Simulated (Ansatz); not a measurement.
## Habitual settings against a tight run: Rb3RhF6 (Fm-3m, 10 atoms in the cell)

Self-consistent single point.

```
CELL_PARAMETERS angstrom
      0.00000     4.65991     4.65991
      4.65991     0.00000     4.65991
      4.65991     4.65991     0.00000
ATOMIC_POSITIONS crystal
  Rb 0.75000 0.75000 0.75000
  Rb 0.25000 0.25000 0.25000
  Rb 0.50000 0.50000 0.50000
  Rh 0.00000 0.00000 0.00000
  F  0.78255 0.21745 0.21745
  F  0.21745 0.78255 0.78255
  F  0.21745 0.78255 0.21745
  F  0.78255 0.21745 0.78255
  F  0.21745 0.21745 0.78255
  F  0.78255 0.78255 0.21745
```

Computed with PBEsol, default PAW files made with PBE (plane waves; Ansatz, an electronic-structure program).

Base settings: basis.ecutwfc = 420 eV; kpoints.mp_grid.grid = 5 5 5; hamiltonian.xc = pbesol; hamiltonian.pseudopotentials = {kind: paw} (the program's default PAW files); scf.occupations.method = fixed.

Tight run (finer mesh or higher cutoff; not a proven limit): basis.ecutwfc: 420 eV → 590 eV; kpoints.mp_grid.grid: 5 5 5 → 7 7 7; scf.convergence.dr2_threshold: default (1e-07 eV) → 1e-09 eV. It gave top of the valence band (on the code's own zero) 4.17 eV; gap on the k-point mesh 1.93 eV; pressure -3.64 GPa; largest force (vector length) 0.640 eV/Å.

Quick runs, as changes from the base:
- A: the base itself
- B: basis.ecutwfc: 420 eV → 250 eV; kpoints.mp_grid.grid: 5 5 5 → 3 3 3; scf.occupations.method: fixed → cold; scf.occupations.width: default → 0.2 eV

Gaps are read on each run's own mesh, which may miss the band edges.

The count of work is k-points × plane waves × bands × iterations; it is no time. 

Pressures in the table are Ansatz's without its Pulay estimate, at a fixed set of plane waves; the tight run's value above holds the estimate.

The starting cell comes from a database of computed structures (which also holds hypothetical and non-ambient phases and stackings), without a prior relaxation at this level. Its lattice was rescaled by a random factor within 2.5 % of one. In the base run, with a pressure of about -4 GPa the cell is away from its equilibrium volume at this level.

```
run  energy less tight (meV/atom)  pressure less tight (GPa)  largest miss in a force vector (eV/Å)  gap on the mesh less tight (eV)  count of work / tight
---  ----------------------------  -------------------------  -------------------------------------  -------------------------------  ---------------------
A                             4.0                      -0.39                                  0.000                            0.017                   0.25
B                          1880.9                     -72.17                                  0.560                           -0.037                  0.056
```

Among the runs at the tight run's level, the energy misses run from 4.0 to 1880.9 meV/atom.

Left out of this page: 1 run of the series outside the window shown, repeating another row's setting, or not comparable; 3 runs of the series with a known weakness of the program.

Keys are those of Ansatz 0.2.
